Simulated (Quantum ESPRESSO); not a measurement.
**Converging the k-point mesh at a smearing width of 0.02 eV: V (Im-3m, 1 atom in the cell)**

```yaml
crystal:
  lattice:
    - [1.50743, 1.50743, 1.50743]
    - [-1.50743, 1.50743, 1.50743]
    - [-1.50743, -1.50743, 1.50743]
  atoms:
    - { symbol: V, position: [0.00000, 0.00000, 0.00000] }
```

Level of theory: PBE, PseudoDojo standard norm-conserving (PBE) pseudopotentials (plane waves; Quantum ESPRESSO 7.5).

Base settings: ecutwfc = 85 Ry; occupations = smearing; smearing = gaussian; degauss = 0.0073499 Ry; potentials = {V: V.upf}; K_POINTS = automatic 15 15 15 0 0 0; conv_thr = 1e-11 Ry.

In this ladder: degauss = 0.00147 Ry.

Only quantities that move along the ladder and can be compared are tabulated.

The count of work is k-points × plane waves × bands × iterations; it is no time. 

The starting cell has typed, rounded lattice constants, without a prior relaxation at this level. Its lattice was rescaled by up to half a per cent. Spin polarisation is off. In the base run, with a pressure of about -3 GPa the cell is away from its equilibrium volume at this level.

| K_POINTS | free energy less the last step's (meV/atom) | pressure (GPa) | count of work / last |
|---|---|---|---|
| automatic 5 5 5 0 0 0 | 42.98 | -1.08 | 0.0072 |
| automatic 6 6 6 0 0 0 | 69.32 | 0.01 | 0.012 |
| automatic 8 8 8 0 0 0 | -9.70 | -4.52 | 0.023 |
| automatic 9 9 9 0 0 0 | 10.65 | -3.76 | 0.028 |
| automatic 11 11 11 0 0 0 | 1.37 | -3.31 | 0.036 |
| automatic 14 14 14 0 0 0 | -6.74 | -3.45 | 0.061 |
| automatic 17 17 17 0 0 0 | 1.84 | -2.83 | 0.11 |
| automatic 20 20 20 0 0 0 | -0.47 | -3.13 | 0.19 |
| automatic 25 25 25 0 0 0 | -0.12 | -3.18 | 0.37 |
| automatic 36 36 36 0 0 0 | 0.00 | -3.16 | 1.0 |

Coarsest K_POINTS that holds the free energy within 5 meV/atom of the last step, with all finer ones: automatic 17 17 17 0 0 0, at 0.11 of the last step's count of work; the step before is off by 6.7 meV/atom.

Coarsest K_POINTS that holds the pressure within 0.05 GPa of the last step, with all finer ones: automatic 20 20 20 0 0 0, at 0.19 of the last step's count of work; the step before is off by 0.33 GPa.
